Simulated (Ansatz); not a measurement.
Partial pair distribution functions of a relaxed model of amorphous Si20O30C10H20, broadened by 0.06 Å; density 1.60 g/cm³. These are PBE, scalar-relativistic without spin-orbit coupling (plane waves to 420 eV, PAW; Ansatz, a first-principles code) values and carry that method's errors. In the spin-polarised cell the level spacing at the Fermi energy can part levels of unlike spin.

A CHGNet melt-quench gave the starting glass, which DFT then relaxed. O atoms were pushed apart under 1.9 Å during the dynamics, to hinder bonds among them. The hot cell started wider than the set density and was brought back towards it in steps. It is the lowest in DFT energy of 2 quenches. It is a model cell: composition and starting density were chosen by hand, and all elements were melted together. No dispersion term was used. Its density started from a set value of 1.60 and ended at 1.60 g/cm³. Cooling (nominally 340 K/ps over its main leg) ran many orders faster than in experiment, which tends to leave more defects and strain. One small periodic cell is one sample of the glass; other quenches scatter about these values. The volume was held where the preparation left it and the shape relaxed, at a PBE pressure of -1.6 GPa (tension). Stress components on the final sampling reach 1.6 GPa. On a 2×2×2 Γ-centred mesh force components of up to 0.21 eV/Å stay, since the relaxation ran on the zone centre alone.

| r (Å) | g Si-O | g Si-C | g Si-Si | g O-O |
|---|---|---|---|---|
| 1.40 | 0.01 | 0.00 | 0.00 | 0.00 |
| 1.50 | 0.89 | 0.00 | 0.00 | 0.00 |
| 1.60 | 12.02 | 0.00 | 0.00 | 0.00 |
| 1.70 | 13.57 | 0.30 | 0.00 | 0.00 |
| 1.80 | 1.35 | 4.45 | 0.00 | 0.00 |
| 1.90 | 0.01 | 11.59 | 0.00 | 0.00 |
| 2.00 | 0.00 | 7.12 | 0.00 | 0.00 |
| 2.10 | 0.00 | 0.49 | 0.00 | 0.00 |
| 2.20 | 0.00 | 0.00 | 0.07 | 0.00 |
| 2.30 | 0.00 | 0.00 | 0.57 | 0.00 |
| 2.40 | 0.00 | 0.00 | 0.88 | 0.01 |
| 2.50 | 0.04 | 0.00 | 0.90 | 0.47 |
| 2.60 | 0.23 | 0.05 | 0.24 | 3.82 |
| 2.70 | 0.51 | 0.40 | 0.54 | 5.19 |
| 2.80 | 0.92 | 0.45 | 1.12 | 2.13 |
| 2.90 | 0.60 | 0.43 | 3.50 | 0.64 |
| 3.00 | 0.45 | 0.46 | 3.98 | 0.29 |
| 3.10 | 0.56 | 0.85 | 2.47 | 0.47 |
| 3.20 | 0.79 | 0.61 | 2.51 | 0.47 |
| 3.30 | 1.29 | 0.10 | 2.25 | 0.64 |
| 3.40 | 1.21 | 0.82 | 0.65 | 0.53 |
| 3.50 | 1.00 | 1.85 | 0.04 | 0.59 |
| 3.60 | 0.89 | 1.47 | 0.01 | 0.98 |
| 3.70 | 1.48 | 0.76 | 0.15 | 1.40 |
| 3.80 | 1.28 | 0.48 | 0.25 | 1.22 |
| 3.90 | 0.85 | 0.47 | 0.30 | 1.23 |
| 4.00 | 0.84 | 0.86 | 0.42 | 1.11 |
| 4.10 | 1.37 | 1.36 | 0.28 | 1.01 |
| 4.20 | 1.65 | 1.27 | 1.01 | 0.74 |
| 4.30 | 1.35 | 0.86 | 1.16 | 0.65 |
| 4.40 | 1.09 | 0.67 | 0.68 | 0.73 |
| 4.50 | 0.76 | 0.80 | 1.04 | 0.75 |
| 4.60 | 0.69 | 1.64 | 1.00 | 0.62 |
| 4.70 | 0.90 | 1.15 | 0.78 | 0.92 |
| 4.80 | 0.99 | 0.46 | 0.94 | 1.38 |

Within 1.92 Å each Si has 2.35 O neighbours on average.
